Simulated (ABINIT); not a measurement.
## Several settings converged on CaPd (P4mm, 2 atoms in the cell)

```xyz
2
Lattice="3.5162 0.0000 0.0000 0.0000 3.5162 0.0000 0.0000 0.0000 3.5162" Properties=species:S:1:pos:R:3 pbc="T T T"
Ca     0.0000     0.0000     0.0500
Pd     1.7581     1.7581     1.7581
```

Base method: LDA (PW92), PAW (JTH v2.0 LDA PAW) (plane waves; ABINIT).

Base settings: pseudos = [Ca.LDA_PW-JTH.xml, Pd.LDA_PW-JTH.xml]; ecut = 48 Ry; pawecutdg = 96 Ry; pawxcdev = 0; occopt = 3; tsmear = 0.1 eV; ngkpt = 3 3 3; nshiftk = 1; shiftk = 0 0 0; potentials = JTH v2.0 LDA PAW.

The count of work is k-points × plane waves × bands × iterations; it is no time. Core times come from one kind of shared machine, to one figure; runs under 30 s give none.

**The cutoff for other potential files**

Level: DFT, LDA (PW92), plane waves, norm-conserving pseudopotentials (PseudoDojo nc-sr-04 LDA standard).

In this ladder: pseudos = [Ca.upf, Pd.upf]; pawecutdg = default; pawxcdev = default; potentials = PseudoDojo nc-sr-04 LDA standard.

The second cell is the first with its lattice scaled by 0.98.

The mesh stays at the base's, so the ladder's end is converged at best in this setting alone.

Only quantities that move along the ladder and can be compared are tabulated; the gap is left out on so coarse a mesh.

```tsv
ecut	free energy less the last step's (meV/atom)	energy of the compressed cell less the first (meV/atom)	pressure (GPa)	largest difference of a force vector from the last step's (eV/Å)	count of work / last
36 Ry	5502.94	-40.63	-137.14	0.117	0.11
46 Ry	1315.89	-9.57	-53.23	0.009	0.15
58 Ry	170.60	-48.31	-16.83	0.000	0.21
70 Ry	10.54	-45.99	-8.26	0.000	0.28
82 Ry	1.08	-46.18	-7.29	0.000	0.33
98 Ry	0.68	-46.18	-7.30	0.000	0.46
124 Ry	0.38	-46.19	-7.29	0.000	0.71
164 Ry	0.00	-46.19	-7.29	0.000	1.0
```

Coarsest ecut that holds the forces within 0.02 eV/Å of the last step, with all finer ones: 46 Ry, at 0.15 of the last step's count of work; the step before is off by 0.12 eV/Å.

Coarsest ecut that holds the free energy within 2 meV/atom of the last step, with all finer ones: 82 Ry, at 0.33 of the last step's count of work; the step before is off by 11 meV/atom.

Coarsest ecut that holds the energy of the compressed cell less the first within 0.5 meV/atom of the last step, with all finer ones: 70 Ry, at 0.28 of the last step's count of work; the step before is off by 2.1 meV/atom.

The energy difference between the two cells stays within 1 meV/atom of the last step's from 70 Ry on, the total only from 98 Ry on: much of the error is common to both cells and cancels.

At the lowest cutoff the pressure lies 130 GPa under the last step's, the usual sign of Pulay stress in an incomplete plane-wave basis.

**The density cutoff**

The second cell is the first with its lattice scaled by 0.98.

The mesh stays at the base's, so the ladder's end is converged at best in this setting alone.

Only quantities that move along the ladder and can be compared are tabulated; the gap is left out on so coarse a mesh.

```tsv
pawecutdg	energy of the compressed cell less the first (meV/atom)
48 Ry	-45.11
60 Ry	-44.43
72 Ry	-44.43
96 Ry	-44.73
120 Ry	-44.82
192 Ry	-44.76
```

Coarsest pawecutdg that holds the energy of the compressed cell less the first within 0.2 meV/atom of the last step, with all finer ones: 96 Ry; the step before is off by 0.33 meV/atom.

**The relaxed cell against the cutoff**

On CaPd (Pm-3m, 2 atoms in the cell): atoms on their sites.

In this ladder: toldfe = default; tolvrs = 1e-11; ionmov = 2; ntime = 40; tolmxf = 0.0001 Ha/bohr; optcell = 2; dilatmx = 1.08; ecutsm = 0.5 Ha. Moved along: pawecutdg.

The mesh stays at the base's, so the ladder's end is converged at best in this setting alone.

Only quantities that move along the ladder and can be compared are tabulated; the gap is left out on so coarse a mesh.

```tsv
ecut	relaxed volume (Å³/atom)	relaxation steps	core time / last (rough)
24 Ry	19.533	3	–
28 Ry	19.367	4	0.3
32 Ry	19.389	5	0.4
40 Ry	19.331	5	0.5
48 Ry	19.340	5	0.4
56 Ry	19.335	5	0.7
70 Ry	19.332	5	0.7
94 Ry	19.330	5	1
```

Coarsest ecut that holds the relaxed volume within 0.019 Å³/atom of the last step, with all finer ones: 40 Ry; the step before is off by 0.060 Å³/atom.

At the lowest cutoff the cell relaxes to a volume 1.1 % larger than at the highest.

On the base run: the starting cell comes from a database of computed structures (which also holds hypothetical and non-ambient phases and stackings), without a prior relaxation at this level. Its lattice was rescaled by up to half a per cent. One atom was moved a little off its site on purpose.
